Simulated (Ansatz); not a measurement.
**AlN: response to strain**

The reference is AlN in the zinc blende structure (space group F-43m, No. 216; a = 4.3777 Å).

Strains are applied to the cell and any free atomic positions relax.

Computed with Ansatz (a quantum-chemistry and plane-wave program) PBEsol, scalar-relativistic without spin-orbit coupling.

Candidates:
(a) isotropic strain −3.00 %
(b) isotropic strain +2.00 %
(c) isotropic strain −2.00 %
(d) isotropic strain −1.00 %
(e) isotropic strain +3.00 %

Notes on the quantities. energy relative to the base: free energy F.

**Question.** Order them by energy relative to the base, highest first.

**Answer.** (a) isotropic strain −3.00 % (+58 meV/atom), (e) isotropic strain +3.00 % (+49 meV/atom), (c) isotropic strain −2.00 % (+25 meV/atom), (b) isotropic strain +2.00 % (+22 meV/atom), (d) isotropic strain −1.00 % (+6.1 meV/atom)

Whether these cells are dynamically stable was not tested. This is not the structure that AlN has at room temperature and ambient pressure.
